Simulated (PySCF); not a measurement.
PySCF 2.14.0, WB97X/def2-svp: W(O)2(OMe)(Me) (C[O][W]([CH3])(=[O])=[O]), 12 atoms. The geometry is a generated start, not checked to be a minimum at this level.

```json
{
  "task": "energy",
  "method": "wb97x",
  "basis": "def2-svp",
  "mol.max_memory": "7000 MB",
  "mf.init_guess": "minao (default)",
  "mf.DIIS": "CDIIS (default)",
  "mf.diis_space": "8 (default)",
  "mf.conv_tol": "1e-09 (default)",
  "mf.grids.level": "3 (default)",
  "effective_core_potentials": "those of the basis set, past Kr",
  "basis functions (reference run)": "132",
  "grid points (reference run)": "153640"
}
```

```xyz
12

W      0.0774     1.0387     0.5877
O      0.4991     2.4892    -0.1717
O     -0.1347     1.1537     2.2599
O      0.9515    -0.4444    -0.0006
C      1.7768    -1.5170    -0.3712
H      1.3554    -2.4594     0.0075
H      1.8532    -1.5701    -1.4655
H      2.7797    -1.3777     0.0534
C     -1.9886     0.7156    -0.1222
H     -2.6584     1.5602     0.1178
H     -2.4625    -0.1772     0.3225
H     -2.0490     0.5881    -1.2176
```
Charge 0, spin multiplicity 1.

The reference run uses exact four-centre integrals. Each setting ran once; only counts and results are compared.

Settings tried, all else as in the reference:
- density fitting of J alone, exact K
- COSX exchange (sgx_fit, pjs) with fitted J, mf.with_df.grids_level_i = 1, mf.with_df.grids_level_f = 3
- COSX exchange (sgx_fit, pjs) with fitted J, mf.with_df.grids_level_i = 1, mf.with_df.grids_level_f = 4
- density fitting, auxbasis = def2-universal-jfit
- density fitting
- density fitting, auxbasis = autoaux
- COSX exchange (sgx_fit, pjs) with fitted J, mf.with_df.grids_level_i = 1, mf.with_df.grids_level_f = 1
- COSX exchange (sgx_fit, pjs) with fitted J, mf.with_df.grids_level_i = 1, mf.with_df.grids_level_f = 2 (default)

Q: Which of these stay within 0.10 meV/atom in energy of the reference run?

A: Within it: density fitting, auxbasis = autoaux. At the edge (between 0.75 and 1.33 times the tolerance): density fitting. Outside: COSX exchange (sgx_fit, pjs) with fitted J, mf.with_df.grids_level_i = 1, mf.with_df.grids_level_f = 2 (default); density fitting of J alone, exact K; COSX exchange (sgx_fit, pjs) with fitted J, mf.with_df.grids_level_i = 1, mf.with_df.grids_level_f = 4; COSX exchange (sgx_fit, pjs) with fitted J, mf.with_df.grids_level_i = 1, mf.with_df.grids_level_f = 3; COSX exchange (sgx_fit, pjs) with fitted J, mf.with_df.grids_level_i = 1, mf.with_df.grids_level_f = 1; density fitting, auxbasis = def2-universal-jfit.

```tsv
setting	energy against the reference
density fitting, auxbasis = autoaux	+0.0081 meV/atom
density fitting	−0.10 meV/atom
COSX exchange (sgx_fit, pjs) with fitted J, mf.with_df.grids_level_i = 1, mf.with_df.grids_level_f = 2 (default)	−0.19 meV/atom
density fitting of J alone, exact K	−0.22 meV/atom
COSX exchange (sgx_fit, pjs) with fitted J, mf.with_df.grids_level_i = 1, mf.with_df.grids_level_f = 4	−0.22 meV/atom
COSX exchange (sgx_fit, pjs) with fitted J, mf.with_df.grids_level_i = 1, mf.with_df.grids_level_f = 3	−0.22 meV/atom
COSX exchange (sgx_fit, pjs) with fitted J, mf.with_df.grids_level_i = 1, mf.with_df.grids_level_f = 1	−0.23 meV/atom
density fitting, auxbasis = def2-universal-jfit	+15 meV/atom
```

Total energies are compared; such shifts often cancel in part in energy differences. sgx_fit (COSX, pjs=True) fits J as well, so its difference is the sum of the grid's shift in exchange and the fit's in Coulomb. def2-universal-jfit is made for Coulomb alone and misses functions that exchange needs. No test of the SCF solution's stability was run. Also tried and not ranked: density fitting, auxbasis = def2-universal-jkfit (same energy as a listed run). The tolerance is a choice made for this comparison.
